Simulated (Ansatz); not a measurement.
The starting structures come from a database of crystals and need not be the phases stable at ambient conditions.

Inside the gap of an insulator the Bloch states are evanescent, with a wavenumber k + iκ along the transport direction.

Input:

```xyz
10
Lattice="8.1402 0.0000 0.0000 -4.0701 7.0496 0.0000 4.0701 2.3499 6.6464" Properties=species:S:1:pos:R:3 pbc="T T T"
Cs     4.0701     2.3499     1.6616
Cs     4.0701     7.0496     4.9848
Na     0.0000     4.6997     3.3232
Y      0.0000     0.0000     0.0000
Br    -2.0887     5.9056     1.6178
Br     2.0887     3.4938     5.0286
Br     0.0000     2.2879     1.6178
Br     0.0000     7.1115     5.0286
Br     2.0887     5.9056     1.6178
Br     6.0515     3.4938     5.0286
```

Space group of this cell: Fm-3m. The cell is taken as given; by r2SCAN its mean pressure is -0.8 GPa.

Transport runs along the normal of the first two printed cell vectors, the (111) plane of the conventional cell.

The gap is the functional's own. No spin-orbit coupling. Mid-gap values are interpolated on the energy grid.

Q: State the band gap and the smallest decay constant κ at mid-gap according to r2SCAN (Ansatz, an electronic-structure program).

A: Gap 4.73 eV on a 6×6×6 mesh; κ = 0.350 1/Å, at the zone centre.
